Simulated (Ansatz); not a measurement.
**A computed series for Ti: response to strain**

The parent structure is Ti in the hcp (Mg type) structure (space group P6_3/mmc, No. 194; a = 2.9016 Å, c = 4.5930 Å; relaxed with 0.1 eV smearing). Axes: x lies along a and z along c of the hexagonal cell.

Strains are applied to the cell and any free atomic positions relax.

Computed with PBEsol (Ansatz, a quantum-chemistry and plane-wave program; PAW; 420 eV plane waves; without spin-orbit coupling).

Notes on the quantities. energy relative to the base: free energy F; pressure: mean of the normal stresses, compression positive.

| variant | energy relative to the base | volume per atom | pressure |
|---|---|---|---|
| base | 0 meV/atom | 16.74 Å³ | 0.0 GPa |
| uniaxial strain ε_zz = −3.00 % | +9.8 meV/atom | 16.24 Å³ | 3.9 GPa |
| uniaxial strain ε_zz = −1.50 % | +2.4 meV/atom | 16.49 Å³ | 1.9 GPa |
| uniaxial strain ε_zz = −1.00 % | +1.1 meV/atom | 16.58 Å³ | 1.2 GPa |
| uniaxial strain ε_zz = −0.50 % | +0.3 meV/atom | 16.66 Å³ | 0.6 GPa |
| uniaxial strain ε_zz = +0.50 % | +0.3 meV/atom | 16.83 Å³ | -0.6 GPa |
| uniaxial strain ε_zz = +1.00 % | +1.0 meV/atom | 16.91 Å³ | -1.2 GPa |
| uniaxial strain ε_zz = +1.50 % | +2.3 meV/atom | 17.00 Å³ | -1.7 GPa |
| uniaxial strain ε_zz = +2.50 % | +6.2 meV/atom | 17.16 Å³ | -2.8 GPa |
| uniaxial strain ε_zz = +3.00 % | +8.8 meV/atom | 17.25 Å³ | -3.3 GPa |

No phonon test of stability was made. All final runs are without spin polarisation.
